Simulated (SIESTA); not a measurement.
A self-consistent single point of SrMg₃ (I4/mmm, 4 atoms in the cell) with SIESTA.

Method: SIESTA with GGA PBEsol, numerical atomic orbitals DZP, PseudoDojo PBEsol standard norm-conserving potentials (rewritten from UPF to PSML).

```yaml
crystal:
  lattice:
    - [-2.81647, 2.81647, 3.68196]
    - [2.81647, -2.81647, 3.68196]
    - [2.81647, 2.81647, -3.68196]
  atoms:
    - { symbol: Sr, position: [0.00000, 0.00000, 0.00000] }
    - { symbol: Mg, position: [0.50000, 0.50000, 0.00000] }
    - { symbol: Mg, position: [0.25000, 0.75000, 0.50000] }
    - { symbol: Mg, position: [0.75000, 0.25000, 0.50000] }
```

Reference input (self-consistent single point, DFT, LDA PW92, numerical atomic orbitals DZP, PseudoDojo LDA standard norm-conserving potentials (rewritten from UPF to PSML)): XC.functional = LDA; XC.authors = PW92; potentials = PseudoDojo LDA standard; PAO.BasisSize = DZP; PAO.EnergyShift = 0.005 Ry; MeshCutoff = 400 Ry; kgrid.MonkhorstPack = 7 7 7; OccupationFunction = MP; OccupationMPOrder = 0; ElectronicTemperature = 0.2 eV; MaxSCFIterations = 150; SCF.Mixer.Method = Pulay. This run's input differs from it in these lines:

```diff
@@ -1,2 +1,2 @@
-# files in the folder: Sr.psml Mg.psml (PseudoDojo LDA standard)
+# files in the folder: Sr.psml Mg.psml (PseudoDojo PBEsol standard)
 SystemName  SrMg3
@@ -24,4 +24,4 @@
 
-XC.functional                LDA
-XC.authors                   PW92
+XC.functional                GGA
+XC.authors                   PBEsol
 PAO.BasisSize                DZP
```

Output, abridged:

```
        iscf     Eharris(eV)        E_KS(eV)     FreeEng(eV)     dDmax    Ef(eV) dHmax(eV)
   scf:    1    -5755.955668    -5768.593961    -5768.623351  1.707404 -3.502035  2.843796
   scf:    2    -5768.643925    -5768.619125    -5768.648438  0.025512 -3.505489  2.514985
   scf:    3    -5768.759400    -5768.698590    -5768.726913  0.180690 -3.531189  0.300382
   scf:    4    -5768.701389    -5768.700204    -5768.728682  0.012389 -3.537060  0.095644
   scf:    5    -5768.700361    -5768.700288    -5768.728796  0.002729 -3.537419  0.056313
   scf:    6    -5768.700275    -5768.700298    -5768.728844  0.006248 -3.538006  0.024782
   scf:    7    -5768.700324    -5768.700312    -5768.728852  0.001007 -3.537901  0.010661
   scf:    8    -5768.700329    -5768.700321    -5768.728854  0.000723 -3.537764  0.000052
   scf:    9    -5768.700321    -5768.700321    -5768.728854  0.000020 -3.537773  0.000035
SCF Convergence by DM+H criterion
max |DM_out - DM_in|         :     0.0000204249
max |H_out - H_in|      (eV) :     0.0000352537
SCF cycle converged after 9 iterations

Using DM_out to compute the final energy and forces

siesta: E_KS(eV) =            -5768.7003

siesta: E_KS - E_eggbox =     -5768.7003

siesta: Atomic forces (eV/Ang):
     1   -0.000000   -0.000000    0.000000
     2   -0.000000    0.000000    0.000000
     3    0.000039   -0.000039   -0.000000
     4   -0.000039    0.000039   -0.000000
   Tot   -0.000000    0.000000    0.000000
   Max    0.000039
   Res    0.000023    sqrt( Sum f_i^2 / 3N )
   Max    0.000039    constrained

Stress tensor Voigt[x,y,z,yz,xz,xy] (kbar):      -17.08      -17.08      -36.44        0.45        0.45       -0.00
(Free)E + p*V (eV/cell)    -5767.0127
   [... lines left out ...]
siesta: FreeEng =     -5768.728854
siesta: Cell volume =        116.828844 Ang**3
siesta:          23.53496772         23.53395857  kBar
   [... lines left out ...]
              0.407
   4 10.487   1.989   1.758  -0.496   2.011   2.010   2.011   0.407   0.391
              0.407

mulliken: Qtot =       40.000

Mulliken Atomic Populations:
Atom #   charge [q] valence [e]  Species
     1     1.242513    8.757487  Sr
     2    -0.267921   10.267921  Mg
     3    -0.487296   10.487296  Mg
     4    -0.487296   10.487296  Mg
 Total     0.000000
```

The run converged in 9 iterations. Against the reference run the pressure goes from 1.11 to 2.35 GPa.

The starting cell comes from a database of computed structures (which also holds hypothetical and non-ambient phases and stackings), without a prior relaxation at this level. Its lattice was rescaled by a random factor within 2.5 % of one. Values carry the incompleteness of an atom-centred basis.
